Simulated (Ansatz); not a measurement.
Take BiTe (space group P-3m1, No. 164; a = 4.422 Å, c = 23.929 Å) as the base. Axes: x lies along a and z along c of the hexagonal cell.

The values are results of PBE-D3(BJ), PAW, 420 eV (Ansatz, a first-principles code; scalar-relativistic without spin-orbit coupling), not measurements.

Now apply this change: uniaxial strain ε_xx = −0.57 %, all other strain components held at zero, atoms relaxed at fixed cell.

Task: Predict the stress tensor and what it implies for the stiffness.

Result: Stress of the strained cell less that of the base (GPa, compression positive):
```
   0.44    0.00    0.00
   0.00    0.12    0.11
   0.00    0.11    0.17
```

Then −Δσ_ii/ε with ε = -0.0057 gives relaxed-ion elastic constants: C11 ≈ 77 GPa.

Whether these cells are dynamically stable was not tested.
